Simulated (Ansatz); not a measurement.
Consider AlAu in the CsCl type structure (space group Pm-3m, No. 221; a = 3.178 Å; a cell from a computed database, its experimental status unchecked).

Modification: a negative pressure, −1 GPa.

Levels (all Ansatz, an electronic-structure program, PAW): PBEsol (420 eV, no spin-orbit coupling); PBEsol+SOC (420 eV, with spin-orbit coupling).

The geometry is relaxed with PBEsol.

- PBEsol pressure = -1.0 GPa

How does going to PBEsol+SOC change the pressure?

The pressure shrinks by 1.1 GPa to -2.1 GPa.

Single points use the geometry relaxed with PBEsol. The spin-orbit shifts are approximate. Load acts through the strain it causes; cell and atoms are relaxed under it. No phonon test of stability was made.
